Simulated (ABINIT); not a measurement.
Input and output of a self-consistent single point for K (Im-3m, 1 atom in the cell) (ABINIT)

Level of theory: PBE, PAW (JTH v2.0 PBE PAW) (plane waves; ABINIT).

Input:

```
# K, JTH v2.0 PBE PAW
pp_dirpath "./"
pseudos "K.GGA_PBE-JTH.xml"
acell 3*1.0 Angstrom
rprim
        -2.6400000000    2.6400000000    2.6400000000
         2.6400000000   -2.6400000000    2.6400000000
         2.6400000000    2.6400000000   -2.6400000000
natom 1
ntypat 1
znucl 19
typat 1
xcart
         0.0000000000    0.0000000000    0.0000000000
      Angstrom
ecut 571 eV
pawecutdg 1143 eV
pawxcdev 0
ixc 11
occopt 7
tsmear 0.00499791
nband 10
kptopt 1
ngkpt 9 9 9
nshiftk 1
shiftk 0 0 0
nstep 50
tolvrs 1.0e-11
prtwf 0
prtden 0
enunit 2
```

Output (repeated stretches shortened):

```
 Symmetries : space group Im -3 m (#229); Bravais cI (body-center cubic)

 -outvars: echo values of preprocessed input variables --------
            acell      1.8897261329E+00  1.8897261329E+00  1.8897261329E+00 Bohr
             ecut      2.09838648E+01 Hartree
           enunit           2
              ixc          11
         kptrlatt        9    0    0      0    9    0      0    0    9
          kptrlen      7.77688958E+01
            natom           1
            nband          10
            ngfft          36      36      36
          ngfftdg          54      54      54
             nkpt          35
            nstep          50
             nsym          48
           ntypat           1
           occopt           7
        pawecutdg      4.20044789E+01 Hartree
         pawxcdev           0
            rprim     -2.6400000000E+00  2.6400000000E+00  2.6400000000E+00
                       2.6400000000E+00 -2.6400000000E+00  2.6400000000E+00
                       2.6400000000E+00  2.6400000000E+00 -2.6400000000E+00
          spgroup         229
           tolvrs      1.00000000E-11
           tsmear      4.99791000E-03 Hartree
            typat      1
           useylm           1
            znucl       19.00000

== DATASET  1 ==================================================================

 Exchange-correlation functional for the present dataset will be:
  GGA: Perdew-Burke-Ernzerhof functional - ixc=11
 Citation for XC functional:
  J.P.Perdew, K.Burke, M.Ernzerhof, PRL 77, 3865 (1996)

 Real(R)+Recip(G) space primitive vectors, cartesian coordinates (Bohr,Bohr^-1):
 R(1)= -4.9888770  4.9888770  4.9888770  G(1)=  0.0000000  0.1002230  0.1002230
 R(2)=  4.9888770 -4.9888770  4.9888770  G(2)=  0.1002230  0.0000000  0.1002230
 R(3)=  4.9888770  4.9888770 -4.9888770  G(3)=  0.1002230  0.1002230  0.0000000
 Unit cell volume ucvol=  4.9667052E+02 bohr^3
 Angles (23,13,12)=  1.09471221E+02  1.09471221E+02  1.09471221E+02 degrees

 Coarse grid specifications (used for wave-functions):

 getcut: wavevector=  0.0000  0.0000  0.0000  ngfft=  36  36  36
         ecut(hartree)=     20.984   => boxcut(ratio)=   2.02037

 Fine grid specifications (used for densities):

 getcut: wavevector=  0.0000  0.0000  0.0000  ngfft=  54  54  54
         ecut(hartree)=     42.004   => boxcut(ratio)=   2.14199

   1.15077056E+02                                ecore*ucvol(ha*bohr**3)

_setup2: Arith. and geom. avg. npw (full set) are    2280.583    2280.564

--- !BeginCycle
solver: {iscf: 17, nstep: 50, nline: 4, wfoptalg: 10, }
tolerances: {tolvrs: 1.00E-11, }
...

     iter   Etot(hartree)      deltaE(h)  residm     nres2
 ETOT  1  -28.471883193846    -2.847E+01 9.651E-02 9.961E-01
 ETOT  2  -28.520885446365    -4.900E-02 8.424E-03 7.345E-01
 ETOT  3  -28.520040555887     8.449E-04 4.674E-03 2.208E-01
 ETOT  4  -28.519775997386     2.646E-04 8.155E-04 4.297E-03
 ETOT  5  -28.519809744413    -3.375E-05 2.414E-04 1.666E-02
 ETOT  6  -28.519789948638     1.980E-05 1.710E-04 1.558E-04
   [... 3 lines left out ...]
 ETOT 10  -28.519790643324    -8.821E-09 1.838E-05 6.671E-08
 ETOT 11  -28.519790643183     1.401E-10 8.187E-06 1.791E-08
 ETOT 12  -28.519790643168     1.588E-11 1.038E-05 2.636E-09
 ETOT 13  -28.519790643167     7.674E-13 6.874E-06 1.383E-10
 ETOT 14  -28.519790643166     3.091E-13 5.863E-06 5.115E-12

 At SCF step   14       nres2   =  5.11E-12 < tolvrs=  1.00E-11 =>converged.

 Cartesian components of stress tensor (hartree/bohr^3)
  sigma(1 1)=  1.92442767E-07  sigma(3 2)=  0.00000000E+00
  sigma(2 2)=  1.92442767E-07  sigma(3 1)=  0.00000000E+00
  sigma(3 3)=  1.92442767E-07  sigma(2 1)=  0.00000000E+00

 ----iterations are completed or convergence reached----

 reduced coordinates (array xred) for    1 atoms
       0.000000000000      0.000000000000      0.000000000000
 cartesian forces (eV/Angstrom) at end:
    1     -0.00000000000000    -0.00000000000000    -0.00000000000000
 frms,max,avg= 0.0000000E+00 0.0000000E+00   0.000E+00  0.000E+00  0.000E+00 e/A
 length scales=  1.889726132886  1.889726132886  1.889726132886 bohr
              =  1.000000000000  1.000000000000  1.000000000000 angstroms
 Fermi (or HOMO) energy (hartree) =   0.03978   Average Vxc (hartree)=  -0.20723
 Eigenvalues (hartree) for nkpt=  35  k points:
 kpt#   1, nband= 10, wtk=  0.00137, kpt=  0.0000  0.0000  0.0000 (reduced coord)
  -1.14143   -0.53322   -0.53322   -0.53322   -0.03992    0.19685    0.19685    0.19685
   0.23003    0.23003
      occupation numbers for kpt#   1
   2.00000    2.00000    2.00000    2.00000    2.00000    0.00000    0.00000    0.00000
   0.00000    0.00000
 prteigrs : prtvol=0 or 1, do not print more k-points.

 Fermi (or HOMO) energy (eV) =   1.08246   Average Vxc (eV)=  -5.63907
 Eigenvalues (   eV  ) for nkpt=  35  k points:
 kpt#   1, nband= 10, wtk=  0.00137, kpt=  0.0000  0.0000  0.0000 (reduced coord)
 -31.06002  -14.50961  -14.50961  -14.50961   -1.08632    5.35649    5.35649    5.35649
   6.25948    6.25948
 prteigrs : prtvol=0 or 1, do not print more k-points.

--- !EnergyTerms
comment             : Components of total free energy in Hartree
kinetic             :  8.32189675391399E+00
hartree             :  9.78390863285122E+00
xc                  : -3.97147775567053E+00
Ewald energy        : -1.47717567476979E+01
psp_core            :  2.31696974240729E-01
local_psp           : -3.21554147983836E+01
spherical_terms     :  4.04157708757549E+00
internal            : -2.85195698531706E+01
'-kT*entropy'       : -2.20485007456405E-04
total_energy        : -2.85197903381780E+01
total_energy_eV     : -7.76062962498882E+02
...

-Cartesian components of stress tensor (GPa)         [Pressure= -5.6619E-03 GPa]
- sigma(1 1)=  5.66186073E-03  sigma(3 2)=  0.00000000E+00
- sigma(2 2)=  5.66186073E-03  sigma(3 1)=  0.00000000E+00
- sigma(3 3)=  5.66186073E-03  sigma(2 1)=  0.00000000E+00

 Calculation completed.
```

The run converged in 14 iterations.

The starting cell has typed, rounded lattice constants, without a prior relaxation at this level.

Cost on one core of a shared machine: roughly 60 s.
